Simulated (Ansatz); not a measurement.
The starting structures come from a database of crystals and need not be the phases stable at ambient conditions.

 Where the default PAW files enter, the runs use the earlier of Ansatz's two default sets.

The decay constant κ of evanescent states in the gap governs leakage through a thin film.

Data:

```
CELL_PARAMETERS angstrom
      3.45571     0.00000     0.00000
      0.00000     5.74539     0.00000
      0.00000     0.00000     6.58922
ATOMIC_POSITIONS crystal
  Zr 0.75000 0.75154 0.10842
  Zr 0.25000 0.24846 0.89158
  Zr 0.25000 0.74846 0.60842
  Zr 0.75000 0.25154 0.39158
  O  0.25000 0.97802 0.34076
  O  0.75000 0.02198 0.65924
  O  0.75000 0.52198 0.84076
  O  0.25000 0.47802 0.15924
  O  0.25000 0.86074 0.92350
  O  0.75000 0.13926 0.07650
  O  0.75000 0.63926 0.42350
  O  0.25000 0.36074 0.57650
```

Space group of this cell: Pnma. The cell is strained (lengths across the current scaled by 1.02, ions clamped); by r2SCAN its mean pressure is -17.7 GPa.

Transport runs along the normal of the first two printed cell vectors.

The gap is the functional's own, uncorrected, and κ follows it; spin-orbit coupling is left out. Mid-gap values are interpolated between the computed energies.

### Question
Compute, with Ansatz (an electronic-structure program) with r2SCAN, the band gap and the smallest decay constant κ at mid-gap.

### Answer
Gap 3.28 eV on a 10×6×6 mesh; κ = 0.427 1/Å, at the zone centre.
